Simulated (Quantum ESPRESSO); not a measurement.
**Convergence test for Ti2O3 (R-3c, 10 atoms in the cell)**

```
Ti2O3
1.0
    2.55342     1.47422     4.59234
   -2.55342     1.47422     4.59234
    0.00000    -2.94843     4.59234
Ti O
4 6
Direct
  0.34453   0.34453   0.34453
  0.65547   0.65547   0.65547
  0.15547   0.15547   0.15547
  0.84453   0.84453   0.84453
  0.56439   0.93561   0.25000
  0.43561   0.06439   0.75000
  0.25000   0.56439   0.93561
  0.75000   0.43561   0.06439
  0.93561   0.25000   0.56439
  0.06439   0.75000   0.43561
```

Level of theory: LDA (PZ), GBRV 1.5 ultrasoft (LDA) pseudopotentials (plane waves; Quantum ESPRESSO 7.5).

The starting cell comes from a database of computed structures (which also holds hypothetical and non-ambient phases and stackings), without a prior relaxation at this level. Spin polarisation is off, so a magnetic state, if there is one, cannot be reached. In the base run, with a pressure of about -10 GPa the cell is away from its equilibrium volume at this level.

Held fixed: ecutwfc = 50 Ry; ecutrho = 400 Ry; occupations = smearing; smearing = fermi-dirac; degauss = 0.0073499 Ry; potentials = {Ti: ti_lda_v1.4.uspp.F.UPF, O: o_lda_v1.2.uspp.F.UPF}; K_POINTS = automatic 4 4 4 0 0 0; mixing_beta = 0.4.

ΔF is the free energy per atom less that of the last row (1e-13 Ry).

```json
[
 {"conv_thr": "0.0001 Ry", "ΔF (meV/atom)": "0.05", "pressure (GPa)": "-11.14", "largest force (eV/Å)": "0.195", "iterations": "8"},
 {"conv_thr": "1e-05 Ry", "ΔF (meV/atom)": "0.00", "pressure (GPa)": "-10.19", "largest force (eV/Å)": "0.196", "iterations": "9"},
 {"conv_thr": "1e-07 Ry", "ΔF (meV/atom)": "0.00", "pressure (GPa)": "-10.43", "largest force (eV/Å)": "0.197", "iterations": "12"},
 {"conv_thr": "1e-09 Ry", "ΔF (meV/atom)": "0.00", "pressure (GPa)": "-10.42", "largest force (eV/Å)": "0.197", "iterations": "13"},
 {"conv_thr": "1e-10 Ry", "ΔF (meV/atom)": "0.00", "pressure (GPa)": "-10.42", "largest force (eV/Å)": "0.197", "iterations": "13"},
 {"conv_thr": "1e-11 Ry", "ΔF (meV/atom)": "0.00", "pressure (GPa)": "-10.42", "largest force (eV/Å)": "0.197", "iterations": "16"},
 {"conv_thr": "1e-13 Ry", "ΔF (meV/atom)": "0.00", "pressure (GPa)": "-10.42", "largest force (eV/Å)": "0.197", "iterations": "18"}
]
```

Pressure within 0.5 GPa of the last row: from conv_thr = 1e-05 Ry on; the one before it is off by 0.73 GPa. The value it settles on is -10.4 GPa at this level of theory and with the other settings as held.

Energy within 1 meV/atom of the last row: from conv_thr = 0.0001 Ry on, the coarsest one.

Left out of this page: 1 run of the series outside the window shown, repeating another row's setting, or not comparable.
